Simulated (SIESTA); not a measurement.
Worked example: self-consistent single point of ZrB₂ (P6/mmm, 3 atoms in the cell) in SIESTA

Method of the run: GGA PBE, numerical atomic orbitals DZP, PseudoDojo PBE standard norm-conserving potentials (rewritten from UPF to PSML) (SIESTA).

This input was run:

```
# files in the folder: Zr.psml B.psml (PseudoDojo PBE standard)
SystemName  ZrB2
SystemLabel ZrB2

NumberOfAtoms                3
NumberOfSpecies              2
%block ChemicalSpeciesLabel
  1 40 Zr
  2 5 B
%endblock ChemicalSpeciesLabel
LatticeConstant              1.0 Ang
%block LatticeVectors
     3.167520000    0.000000000    0.000000000
    -1.583760000    2.743153000    0.000000000
     0.000000000    0.000000000    3.552390000
%endblock LatticeVectors
AtomicCoordinatesFormat      Fractional
%block AtomicCoordinatesAndAtomicSpecies
     0.000000000    0.000000000    0.000000000  1
     0.333333000    0.666667000    0.500000000  2
     0.666667000    0.333333000    0.500000000  2
%endblock AtomicCoordinatesAndAtomicSpecies

XC.functional                GGA
XC.authors                   PBE
PAO.BasisSize                DZP
PAO.EnergyShift              0.01 Ry
MeshCutoff                   350 Ry
%block kgrid.MonkhorstPack
   16   0   0  0.0
    0  16   0  0.0
    0   0  12  0.0
%endblock kgrid.MonkhorstPack
OccupationFunction           FD
ElectronicTemperature        1578.21 K

MaxSCFIterations             150
SCF.Mixer.Method             Broyden
SCF.Mixer.Weight             0.1
SCF.Mixer.History            6
SCF.DM.Tolerance             1.0E-04
Diag.ParallelOverK           true
WriteForces                  true
```

Log, with long lists cut:

```
reinit: Reading from file input.fdf

reinit: System Name: ZrB2
reinit: System Label: ZrB2

coor:   Atomic-coordinates input format  =     Fractional

siesta: Atomic coordinates (Bohr) and species
siesta:      0.00000   0.00000   0.00000  1        1
siesta:     -0.00000   3.45587   3.35652  2        2
siesta:      2.99288   1.72793   3.35652  2        3

siesta: System type = bulk

initatomlists: Number of atoms, orbitals, and projectors:      3    45    34

siesta: ******************** Simulation parameters ****************************
redata: Spin configuration                          = none
redata: Time-Reversal Symmetry                      = T
redata: Number of Atomic Species                    =        2
redata: Mesh Cutoff                                 =   350.0000 Ry
redata: Net charge of the system                    =     0.0000 |e|
redata: Min. number of SCF Iter                     =        0
redata: Max. number of SCF Iter                     =      150
redata: SCF convergence failure will abort job
redata: SCF mix quantity                            = Hamiltonian
redata: Mix DM or H after convergence               =   F
redata: Recompute H after scf cycle                 =   F
redata: Mix DM in first SCF step                    =   T
redata: No kicks to SCF
redata: DM Mixing Weight for Kicks                  =     0.5000
redata: Require Harris convergence for SCF          =   F
redata: Harris energy tolerance for SCF             =     0.000100 eV
redata: Require DM convergence for SCF              =   T
redata: DM tolerance for SCF                        =     0.000100
redata: Require EDM convergence for SCF             =   F
redata: EDM tolerance for SCF                       =     0.001000 eV
redata: Require H convergence for SCF               =   T
redata: Hamiltonian tolerance for SCF               =     0.001000 eV
redata: Require (free) Energy convergence for SCF   =   F
redata: (free) Energy tolerance for SCF             =     0.000100 eV
redata: Using DFT-D3 dispersion                     =   F
redata: Using Saved Data (generic)                  =   F
redata: Method of Calculation                       = Diagonalization
redata: Electronic Temperature                      =  1578.2100 K
redata: Number of TDED substeps                     =        3
redata: Dynamics option                             = Single-point calculation
redata: Save all siesta data in one NC              =   F
redata: ***********************************************************************

%block SCF.Mixers
  Broyden
%endblock SCF.Mixers

%block SCF.Mixer.Broyden
  # Mixing method
  method broyden

  # Mixing options
  weight 0.1000
  weight.linear 0.1000
  weight.prime 0.1000
  history 6
%endblock SCF.Mixer.Broyden

DM_history_depth set to one: no extrapolation allowed by default for geometry relaxation
Size of DM history Fstack: 1
Total number of electrons:    18.000000
Total ionic charge:    18.000000

* ProcessorY, Blocksize:    1  46

* Orbital distribution balance (max,min):    45    45

k-point displ. along   1 input, could be:     0.00    0.50
k-point displ. along   2 input, could be:     0.00    0.50
k-point displ. along   3 input, could be:     0.00    0.50
 Kpoints in:         1728 . Kpoints trimmed:         1646

siesta: k-grid: Number of k-points = 1646
siesta: k-points from Monkhorst-Pack grid
siesta: k-cutoff (effective) =    21.314 Ang
siesta: k-point supercell and displacements
siesta: k-grid:    16     0     0      0.000
siesta: k-grid:     0    16     0      0.000
siesta: k-grid:     0     0    12      0.000

diag: Algorithm                                     = D&C
diag: Parallel over k                               =   F
diag: Use parallel 2D distribution                  =   F
diag: Parallel block-size                           = 46
diag: Parallel distribution                         =     1 x     1
diag: Used triangular part                          = Lower
diag: Absolute tolerance                            =  0.100E-15
diag: Orthogonalization factor                      =  0.100E-05
diag: Memory factor                                 =  1.0000

superc: Internal auxiliary supercell:     7 x     7 x     5  =     245
superc: Number of atoms, orbitals, and projectors:    735  11025   8330

                        Single-point calculation

superc: Internal auxiliary supercell:     7 x     7 x     5  =     245
superc: Number of atoms, orbitals, and projectors:    735  11025   8330

outcell: Unit cell vectors (Ang):
        3.167520    0.000000    0.000000
       -1.583760    2.743153    0.000000
        0.000000    0.000000    3.552390

outcell: Cell vector modules (Ang)   :    3.167520    3.167520    3.552390
outcell: Cell angles (23,13,12) (deg):     90.0000     90.0000    120.0000
outcell: Cell volume (Ang**3)        :     30.8667
new_DM -- step:     1
Initializing Density Matrix...

Attempting to read DM from file... Failed...
DM filled with atomic data:

InitMesh: MESH = 32 x 32 x 40 = 40960
InitMesh: Mesh cutoff (required, used) =   350.000   350.413 Ry

stepf: Fermi-Dirac step function

        iscf     Eharris(eV)        E_KS(eV)     FreeEng(eV)     dDmax    Ef(eV) dHmax(eV)
   scf:    1    -1517.126694    -1537.278769    -1537.297887  1.524148 -5.601183  6.813152
   scf:    2    -1539.297248    -1538.337563    -1538.355741  0.050193 -5.689108  5.139659
   scf:    3    -1540.026189    -1539.640360    -1539.656454  0.134997 -6.041504  0.304186
   scf:    4    -1539.608429    -1539.634543    -1539.651016  0.020956 -5.998075  0.746703
   scf:    5    -1539.666594    -1539.655226    -1539.671899  0.029306 -6.060320  0.055465
   scf:    6    -1539.655226    -1539.655226    -1539.671898  0.000097 -6.060514  0.056014
   scf:    7    -1539.655330    -1539.655279    -1539.671949  0.000182 -6.061560  0.047459
   scf:    8    -1539.655424    -1539.655357    -1539.672021  0.000364 -6.063381  0.031092
   scf:    9    -1539.655446    -1539.655418    -1539.672073  0.000707 -6.066589  0.001764
   scf:   10    -1539.655419    -1539.655419    -1539.672074  0.000046 -6.066734  0.001339
   scf:   11    -1539.655419    -1539.655419    -1539.672074  0.000040 -6.066844  0.000994

SCF Convergence by DM+H criterion
max |DM_out - DM_in|         :     0.0000399812
max |H_out - H_in|      (eV) :     0.0009942090
SCF cycle converged after 11 iterations

Using DM_out to compute the final energy and forces

siesta: E_KS(eV) =            -1539.6554

siesta: E_KS - E_eggbox =     -1539.6554

siesta: Atomic forces (eV/Ang):
     1    0.000000    0.000000   -0.000000
     2    0.000019   -0.000011    0.000000
     3   -0.000019    0.000011    0.000000
   Tot    0.000000    0.000000    0.000000
   Max    0.000019
   Res    0.000010    sqrt( Sum f_i^2 / 3N )
   Max    0.000019    constrained

Stress tensor Voigt[x,y,z,yz,xz,xy] (kbar):      -13.18      -13.18       24.24        0.00       -0.00        0.00
(Free)E + p*V (eV/cell)    -1539.6584
Target enthalpy (eV/cell)    -1539.6721

siesta: Program's energy decomposition (eV):
siesta: Ebs     =      -419.473873
siesta: Eions   =      2433.696141
siesta: Ena     =       568.194236
siesta: Ekin    =       503.041933
siesta: Enl     =       148.283314
siesta: Eso     =         0.000000
siesta: Edftu   =         0.000000
siesta: DEna    =        15.433139
siesta: DUscf   =         0.734447
siesta: DUext   =         0.000000
siesta: Ex      =      -312.963321
siesta: Ec      =       -28.683027
siesta: Exc     =      -341.646348
siesta: Eharris =     -1539.655419
siesta: Etot    =     -1539.655419
siesta: FreeEng =     -1539.672074

siesta: Stress tensor (static) (eV/Ang**3):
siesta:    -0.008228    0.000001   -0.000000
siesta:     0.000001   -0.008227   -0.000000
siesta:    -0.000000    0.000000    0.015130

siesta: Cell volume =         30.866688 Ang**3

siesta: Pressure (static):
siesta:                Solid            Molecule  Units
siesta:           0.00000481          0.00000482  Ry/Bohr**3
siesta:           0.00044181          0.00044223  eV/Ang**3
siesta:           0.70785276          0.70853772  kBar
```

The run converged in 11 iterations.

The starting cell comes from a database of computed structures (which also holds hypothetical and non-ambient phases and stackings), without a prior relaxation at this level. Values carry the incompleteness of an atom-centred basis.

Cost on one core of a shared machine: roughly 2 min.
